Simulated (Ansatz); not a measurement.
We consider SrZrO3 (Imma, No. 74, 10 atoms in the cell; start mp-1080575; a measured phase of this formula has another space group), described by PBEsol in Ansatz (PAW).

Settings: plane-wave cutoff 520 eV, 8×8×8 k mesh, Fermi–Dirac smearing 0.01 eV, scalar-relativistic PAW data made under PBE.

Cell (relaxed at this level):

```
CELL_PARAMETERS angstrom
     -2.89776     4.06734     2.90674
      2.89776    -4.06734     2.90674
      2.89776     4.06734    -2.90674
ATOMIC_POSITIONS crystal
  Sr 0.23813 0.48813 0.75000
  Sr 0.76187 0.51187 0.25000
  Zr 0.50000 0.00000 0.50000
  Zr 0.00000 0.00000 0.00000
  O  0.66467 0.91467 0.75000
  O  0.33533 0.08533 0.25000
  O  0.20280 0.50000 0.20280
  O  0.79720 0.50000 0.79720
  O  0.79720 0.00000 0.29720
  O  0.20280 0.00000 0.70280
```

### Question
Predict the band gap.

### Answer

* **band gap**: 3.59 eV (on the SCF k mesh)

Note: the relaxation could not lower the start's symmetry, so the cell can be a saddle point above a distorted one.

Spin–orbit coupling is not included.

Computed values are for the static lattice.

Cost on a shared machine: about 5 core-minutes (a rough figure).

A start named mp-… is a Materials Project structure, which need not be a measured phase.

Ansatz is an electronic-structure program.
